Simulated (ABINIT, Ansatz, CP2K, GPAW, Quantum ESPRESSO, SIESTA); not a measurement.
Code comparison for TePb (Fm-3m, 2 atoms in the cell)

Self-consistent single point.

```yaml
crystal:
  lattice:
    - [0.00000, 3.33206, 3.33206]
    - [3.33206, 0.00000, 3.33206]
    - [3.33206, 3.33206, 0.00000]
  atoms:
    - { symbol: Te, position: [0.00000, 0.00000, 0.00000] }
    - { symbol: Pb, position: [0.50000, 0.50000, 0.50000] }
```

All programs got the same cell, k-point mesh and kind of occupations (some realise fixed ones as a very narrow smearing) (in Ansatz's words: kpoints.mp_grid.grid = 9 9 9; scf.occupations.method = fixed); potentials, basis and cutoffs are each program's usual ones.

```csv
code,model,pressure (GPa),k-points,cutoff
Quantum ESPRESSO,"PBE, PseudoDojo standard norm-conserving (PBE) pseudopotentials",-1.58,35,85 Ry
GPAW,"PBE, GPAW PAW datasets PBE (gpaw-data 1.0.1)",-1.71,35,600 eV
Ansatz,"PBE, PAW files",-1.52,35,default
ABINIT,"PBE, PAW (JTH v2.0 PBE PAW)",-1.73,35,20 Ha
CP2K,"PBE, GPW, DZVP-MOLOPT-PBE-GTH basis, GTH-PBE potentials (POTENTIAL_UZH)",-1.34,365,grid 400 Ry
SIESTA,"GGA PBE, numerical atomic orbitals DZP, PseudoDojo PBE standard norm-conserving potentials (rewritten from UPF to PSML)",-0.94,365,grid 400 Ry
```

The spread over the programs that give each value: pressure within 0.79 GPa.

The starting cell comes from a database of computed structures (which also holds hypothetical and non-ambient phases and stackings), without a prior relaxation at this level. Its lattice was rescaled by a random factor within 2.5 % of one. On Ansatz's run: Spin-orbit coupling is off. A gap is left out here, as mesh or smearing make it unsure.

Q: Why do the programs differ, and what cannot be compared?

A: Differences of this kind can come from the potentials, where these differ, and from what each basis and cutoff leave unconverged. The valence holds different numbers of electrons (Quantum ESPRESSO 30, GPAW 20, Ansatz (an electronic-structure program) 30, ABINIT 20, CP2K 10, SIESTA 30). The zero of total energies and Fermi levels follows the potentials and each program's conventions, so they are not compared here. CP2K and SIESTA use small atom-centred bases, whose incompleteness enters pressures, forces and empty levels differently from a plane-wave cutoff. Ansatz's pressure is given at a fixed set of plane waves, as the other plane-wave codes print theirs. The programs reduce the same mesh by symmetry to different extents, which changes the work and not the result.

This mesh misses zone-boundary points where a band edge of such crystals can lie, so no gaps are given.

Left out of this page: Elk and FLEUR (not drawn, or without a comparable value).

Keys are those of Ansatz 0.2.
